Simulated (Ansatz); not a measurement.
**BeS (model structure, started from the CdTe type, P6₄22, No. 181, 6 atoms in the cell)**

Level of theory: LDA in Ansatz (PAW).

Settings: plane-wave cutoff 520 eV, 12×12×6 k mesh (along the axes of the cell as run), Fermi–Dirac smearing 0.01 eV, scalar-relativistic PAW data made under PBE.

Cell (relaxed with PBEsol):

```cif
data_Be3S3
_chemical_formula_sum 'Be3 S3'
_space_group_name_H-M_alt 'P6422'
_space_group_IT_number 181
_space_group_name_Hall 'P 64 2 (0 0 2)'
_cell_length_a 3.42364
_cell_length_b 3.42364
_cell_length_c 7.74593
_cell_angle_alpha 90.000
_cell_angle_beta 90.000
_cell_angle_gamma 120.000
loop_
_atom_site_label
_atom_site_type_symbol
_atom_site_symmetry_multiplicity
_atom_site_Wyckoff_symbol
_atom_site_fract_x
_atom_site_fract_y
_atom_site_fract_z
_atom_site_occupancy
Be1 Be 3 c 0.50000 0.00000 0.00000 1
S1 S 3 d 0.50000 0.00000 0.50000 1
```

```json
{
 "band_gap": "2.48 eV (indirect)",
 "smallest_direct_gap_on_the_k_points_sampled": "3.75 eV",
 "Γ–Γ gap": "3.90 eV"
}
```

Note: the relaxation could raise the start's symmetry but not lower it, so the cell can be a saddle point; cell and atoms aren't relaxed at this level (pressure -2.5 GPa).

Static lattice: no zero-point or thermal effects.

A model structure was made by putting elements into a prototype or built by hand; it is no filed structure, need not be a known phase, and can be a saddle point held by its symmetry.

Ansatz is a first-principles code.
